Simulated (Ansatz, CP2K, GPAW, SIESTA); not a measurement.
# I (Cmce, 4 atoms in the cell) computed with different codes at matched settings

Band-structure calculation.

```
CELL_PARAMETERS angstrom
      2.39500    -3.63500     0.00000
      2.39500     3.63500     0.00000
      0.00000     0.00000     9.79000
ATOMIC_POSITIONS crystal
  I  0.84600 0.84600 0.88300
  I  0.65400 0.65400 0.38300
  I  0.34600 0.34600 0.61700
  I  0.15400 0.15400 0.11700
```

Shared settings, as Ansatz (an electronic-structure program) writes them: kpoints.mp_grid.grid = 3 3 2; scf.occupations.method = fermi_dirac; scf.occupations.width = 0.02 eV. Potentials and cutoffs stand in the table.

```csv
code,model,gap along the path (eV),smallest direct gap (eV),cutoff
Ansatz,"PBE, default PAW files",1.17,1.34,default
CP2K,"PBE, GPW, DZVP-MOLOPT-SR-GTH basis, GTH-PBE potentials (GTH_POTENTIALS)",1.09,1.22,grid 400 Ry
GPAW,"PBE, GPAW PAW datasets PBE (gpaw-data 1.0.1)",1.17,1.33,600 eV
SIESTA,"GGA PBE, numerical atomic orbitals DZP, PseudoDojo PBE standard norm-conserving potentials (rewritten from UPF to PSML)",1.06,1.20,grid 400 Ry
```

On Ansatz's run: spin-orbit coupling is off.

The spread over the programs that give each value: gap along the path within 0.11 eV; smallest direct gap within 0.14 eV.

CP2K and SIESTA use small atom-centred bases, whose incompleteness enters pressures, forces and empty levels differently from a plane-wave cutoff.

The starting cell has typed, rounded lattice constants, without a prior relaxation at this level.

Left out of this page: Quantum ESPRESSO, Elk and FLEUR (not drawn, or without a comparable value); ABINIT (with a known weakness of the program).

Keys are those of Ansatz 0.2.
